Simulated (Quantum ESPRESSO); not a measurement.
Worked example: self-consistent single point of Ta₂N₃ (Pnma, 20 atoms in the cell) in Quantum ESPRESSO.

Method: PBEsol-D3(0), GBRV 1.5 ultrasoft (PBESOL) pseudopotentials (plane waves; Quantum ESPRESSO).

```xyz
20
Lattice="8.2027 0.0000 0.0000 0.0000 2.9865 0.0000 0.0000 0.0000 8.1638" Properties=species:S:1:pos:R:3 pbc="T T T"
Ta     0.1714     0.7466     5.6084
Ta     8.0314     2.2399     2.5554
Ta     3.9300     2.2399     1.5265
Ta     4.2727     0.7466     6.6373
Ta     1.5903     0.7466     0.0411
Ta     6.6124     2.2399     8.1226
Ta     2.5110     2.2399     4.1230
Ta     5.6917     0.7466     4.0407
N      3.7226     0.7466     3.0587
N      4.4802     2.2399     5.1051
N      0.3788     2.2399     7.1406
N      7.8239     0.7466     1.0232
N      0.9924     0.7466     3.6852
N      7.2104     2.2399     4.4786
N      3.1090     2.2399     7.7671
N      5.0937     0.7466     0.3967
N      2.2981     0.7466     5.7115
N      5.9046     2.2399     2.4523
N      1.8033     2.2399     1.6296
N      6.3994     0.7466     6.5342
```

Reference input (self-consistent single point, DFT, PBEsol, plane waves, GBRV 1.5 ultrasoft (PBESOL) pseudopotentials): ecutwfc = 40 Ry; ecutrho = 320 Ry; occupations = smearing; smearing = marzari-vanderbilt; degauss = 0.0073499 Ry; potentials = {Ta: ta_pbesol_v1.uspp.F.UPF, N: n_pbesol_v1.2.uspp.F.UPF}; K_POINTS = automatic 3 8 3 1 1 1; conv_thr = 1e-10 Ry; mixing_beta = 0.5. This run's input differs from it in these lines:

```diff
@@ -17,2 +17,5 @@
  degauss = 0.0073499
+ vdw_corr = 'grimme-d3'
+ dftd3_version = 3
+ dftd3_threebody = .false.
 /
```

Output, abridged:

```
     Self-consistent Calculation

     iteration #  1     ecut=    40.00 Ry     beta= 0.50

     negative rho (up, down):  7.632E-01 0.000E+00

     total energy              =   -1374.41678097 Ry
     estimated scf accuracy    <       7.26686593 Ry

     iteration #  2     ecut=    40.00 Ry     beta= 0.50

     negative rho (up, down):  7.715E-01 0.000E+00

     total energy              =   -1376.26041451 Ry
     estimated scf accuracy    <       5.41625973 Ry

     iteration #  3     ecut=    40.00 Ry     beta= 0.50

     negative rho (up, down):  7.752E-01 0.000E+00

     total energy              =   -1377.21859870 Ry
     estimated scf accuracy    <       0.09232297 Ry

   [... 12 blocks of this kind left out ...]

     iteration # 16     ecut=    40.00 Ry     beta= 0.50

     negative rho (up, down):  7.875E-01 0.000E+00

     total energy              =   -1377.27114345 Ry
     estimated scf accuracy    <          1.7E-10 Ry

     iteration # 17     ecut=    40.00 Ry     beta= 0.50

     negative rho (up, down):  7.875E-01 0.000E+00
     End of self-consistent calculation

     the Fermi energy is    18.5456 ev

!    total energy              =   -1377.27114345 Ry
     estimated scf accuracy    <          7.1E-11 Ry
     smearing contrib. (-TS)   =      -0.00016721 Ry
     internal energy E=F+TS    =   -1377.27097624 Ry

     DFT-D3 Dispersion         =      -0.37093570 Ry

     convergence has been achieved in  17 iterations

     negative rho (up, down):  7.875E-01 0.000E+00

     Forces acting on atoms (cartesian axes, Ry/au):

     atom    1 type  1   force =    -0.00023284    0.00000000    0.00109398
     atom    2 type  1   force =     0.00023284    0.00000000   -0.00109398
     atom    3 type  1   force =     0.00023284    0.00000000    0.00109398
     atom    4 type  1   force =    -0.00023284    0.00000000   -0.00109398
   [... lines left out ...]
     Total force =     0.013665     Total SCF correction =     0.000012
   [... lines left out ...]

     negative rho (up, down):  7.875E-01 0.000E+00
          total   stress  (Ry/bohr**3)                   (kbar)     P=     -113.71
  -0.00079036   0.00000000   0.00000000         -116.27        0.00        0.00
   0.00000000  -0.00074976   0.00000000            0.00     -110.29        0.00
   0.00000000   0.00000000  -0.00077887            0.00        0.00     -114.58

   JOB DONE.
```

The run converged in 17 iterations. Against the reference run the pressure goes from -7.13 to -11.37 GPa and the largest force hardly changes (0.125 to 0.128 eV/Å).

The starting cell comes from a database of computed structures (which also holds hypothetical and non-ambient phases and stackings), without a prior relaxation at this level. Spin polarisation is off. With a pressure of about -11 GPa the cell is away from its equilibrium volume at this level.

Cost on one core of a shared machine: roughly 6 min.
